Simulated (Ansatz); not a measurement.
The parent structure is CdSe in the zinc blende structure (space group F-43m, No. 216).

```cif
data_CdSe
_chemical_formula_sum 'Cd1 Se1'
_space_group_name_H-M_alt 'P 1'
_space_group_IT_number 1
_cell_length_a 4.30032
_cell_length_b 4.30032
_cell_length_c 4.30032
_cell_angle_alpha 60.000
_cell_angle_beta 60.000
_cell_angle_gamma 60.000
loop_
_space_group_symop_operation_xyz
  'x, y, z'
loop_
_atom_site_label
_atom_site_type_symbol
_atom_site_fract_x
_atom_site_fract_y
_atom_site_fract_z
_atom_site_occupancy
Cd1 Cd 0.00000 0.00000 0.00000 1
Se1 Se 0.25000 0.25000 0.25000 1
```

The values are results of PBEsol in Ansatz (plane waves to 420 eV, PAW, no spin-orbit coupling), not measurements.

Before the change:

| Property | Result |
|---|---|
| Lattice parameter a | 6.082 Å |

One thing is altered: hydrostatic tension (pressure −2 GPa).

**Question.** Estimate the effect on the lattice parameter a.

**Answer.** The lattice parameter a grows by 0.087 Å (6.082 Å → 6.169 Å).

Load acts through the strain it causes; cell and atoms are relaxed under it. No phonon test of stability was made.

Ansatz is a first-principles code.
